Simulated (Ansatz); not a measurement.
Base system: TaP (space group P-6m2, No. 187; a cell from a computed database, its experimental status unchecked).

```xyz
2
Lattice="3.2818 0.0000 0.0000 -1.6409 2.8421 0.0000 0.0000 0.0000 3.3171" Properties=species:S:1:pos:R:3 pbc="T T T"
Ta     1.6409     0.9474     0.0000
P      0.0000     0.0000     1.6585
```

Levels (all Ansatz, an electronic-structure program, PAW): PBEsol (420 eV, without spin-orbit coupling); PBEsol+SOC (420 eV, spin-orbit coupling included).

The geometry is relaxed with PBEsol.

| Item | Result |
|---|---|
| PBEsol pressure | 0.0 GPa |

Predict the pressure from PBEsol+SOC.

The pressure goes from zero to -0.2 GPa.

Single points use the geometry relaxed with PBEsol. The spin-orbit shifts are approximate. Stability against distortions was not tested. The runs without spin-orbit coupling are not spin-polarised.
